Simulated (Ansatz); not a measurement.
Cost and result by functional for the adsorption energy of CH3 on the 1x1 (110) surface of bcc Nb, one in a 2x2 cell, started at the site 'top Nb', in Ansatz (plane waves, PAW). Single points on the PBE structure, on one kind of machine; costs are rough ratios of the slab run's core time (references not counted) to the cheapest single point. r2SCAN's cost holds its higher cutoff (500 against 420 eV). Differences are taken against r2SCAN for comparison alone: no measured value is at hand, so the table doesn't rank accuracy.

Model: 20-atom slab, 6.8 Å thick at the start under the adsorbate (thin: gaps and levels are the slab's own), 5x5x1 mesh, Fermi-Dirac 0.1 eV, dipole correction, 8 atoms held, the rest relaxed; no symmetry held; spin-polarised, no spin-orbit, no U, no dispersion correction. The starting moment vanished. At the end it is bonded to 3 Nb. In PBE it is, or lies within 0.03 eV of, the lowest of the starts that converged. These notes are the PBE run's. r2SCAN: The program's check for a lower electronic state was not made. Adsorption energies are against CH4(g) − ½ H2(g). A negative adsorption energy means that the adsorbate is more stable on the surface than in its reference.

```
functional                     relative cost  adsorption energy (eV)  less r2SCAN (eV)
-----------------------------  -------------  ----------------------  ----------------
RPBE                                       1                    0.22              0.47
r2SCAN                                     3                   -0.24              0.00
PBE (the relaxed run's value)              –                   -0.03              0.21
```

The values span 0.47 eV, while the single points' costs differ by a factor of roughly 3. Differences are of unrounded values.

Ansatz is a program for electronic structure.
